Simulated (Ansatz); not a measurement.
The starting structures come from a database of crystals and need not be the phases stable at ambient conditions.

Tunnelling through a barrier is set by its complex band structure: the current falls as exp(−2κd) with the smallest κ.

Input:

```yaml
crystal:
  lattice:
    - [5.45187, 0.00000, 0.00000]
    - [-1.77480, 6.55263, 0.00000]
    - [1.77480, -0.06722, 6.55229]
  atoms:
    - { symbol: Li, position: [0.25000, 0.75741, 0.75741] }
    - { symbol: Li, position: [0.75000, 0.24259, 0.24259] }
    - { symbol: In, position: [0.25000, 0.10980, 0.10980] }
    - { symbol: In, position: [0.75000, 0.89020, 0.89020] }
    - { symbol: Si, position: [0.21926, 0.61445, 0.21651] }
    - { symbol: Si, position: [0.78074, 0.38555, 0.78349] }
    - { symbol: Si, position: [0.28074, 0.21651, 0.61445] }
    - { symbol: Si, position: [0.71926, 0.78349, 0.38555] }
    - { symbol: O, position: [0.04701, 0.33445, 0.63113] }
    - { symbol: O, position: [0.95299, 0.66555, 0.36887] }
    - { symbol: O, position: [0.45299, 0.63113, 0.33445] }
    - { symbol: O, position: [0.54701, 0.36887, 0.66555] }
    - { symbol: O, position: [0.83601, 0.96111, 0.20565] }
    - { symbol: O, position: [0.16399, 0.03889, 0.79435] }
    - { symbol: O, position: [0.66399, 0.20565, 0.96111] }
    - { symbol: O, position: [0.33601, 0.79435, 0.03889] }
    - { symbol: O, position: [0.86879, 0.61526, 0.86800] }
    - { symbol: O, position: [0.13121, 0.38474, 0.13200] }
    - { symbol: O, position: [0.63121, 0.86800, 0.61526] }
    - { symbol: O, position: [0.36879, 0.13200, 0.38474] }
```

Space group of this cell: C2/c. The cell is taken as given; by PBEsol its mean pressure is -3.9 GPa.

Transport runs along the normal of the first two printed cell vectors.

No gap correction and no spin-orbit coupling; mid-gap values are interpolated between computed energies.

Q: Give the band gap and the smallest decay constant κ at mid-gap that PBEsol (Ansatz, a first-principles code) yields.

A: Gap 3.54 eV on a 6×6×6 mesh; κ = 0.349 1/Å, at the zone centre.
